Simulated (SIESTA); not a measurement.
Band structure of Ti₃Al₅ (Pmmm, 8 atoms in the cell).

```xyz
8
Lattice="3.9115 0.0000 0.0000 0.0000 4.0248 0.0000 0.0000 0.0000 8.1051" Properties=species:S:1:pos:R:3 pbc="T T T"
Ti     0.0000     2.0124     2.1484
Ti     0.0000     2.0124     5.9567
Ti     1.9558     2.0124     0.0000
Al     0.0000     0.0000     0.0000
Al     0.0000     0.0000     4.0526
Al     1.9558     2.0124     4.0526
Al     1.9558     0.0000     1.9633
Al     1.9558     0.0000     6.1418
```

Method of the run: GGA PBEsol, numerical atomic orbitals DZP, PseudoDojo PBEsol standard norm-conserving potentials (rewritten from UPF to PSML) (SIESTA).

Settings: XC.functional = GGA; XC.authors = PBEsol; potentials = PseudoDojo PBEsol standard; PAO.BasisSize = DZP; PAO.EnergyShift = 0.01 Ry; MeshCutoff = 350 Ry; kgrid.MonkhorstPack = 6 6 3; OccupationFunction = FD; ElectronicTemperature = 1160.45 K; MaxSCFIterations = 150; SCF.Mixer.Method = Pulay; SCF.Mixer.Weight = 0.2; SCF.Mixer.History = 6; SCF.DM.Tolerance = 1.0E-05.

The starting cell comes from a database of computed structures (which also holds hypothetical and non-ambient phases and stackings), without a prior relaxation at this level. Its lattice was rescaled by a random factor within 2.5 % of one. Spin polarisation is off. Values carry the incompleteness of an atom-centred basis.

Levels in eV from the Fermi level, bands 23 to 28:
```tsv
point	23	24	25	26	27	28
Γ	-0.72	-0.58	-0.55	-0.27	0.09	0.68
X	-1.20	-0.87	-0.50	-0.11	0.74	1.01
S	-1.72	-0.85	-0.79	-0.11	-0.08	1.13
Y	-0.49	-0.21	0.06	0.82	1.06	1.11
Z	-0.65	-0.60	-0.45	-0.25	0.16	0.59
U	-0.96	-0.67	-0.65	-0.50	0.97	1.20
R	-1.89	-1.58	-1.05	-0.65	-0.23	1.20
T	-0.79	0.65	0.74	0.82	0.93	0.97
```

Bands cross the Fermi level along this path, so the cell is metallic at this level.

Higher empty bands are left out: an atom-centred basis made for the valence describes them poorly.
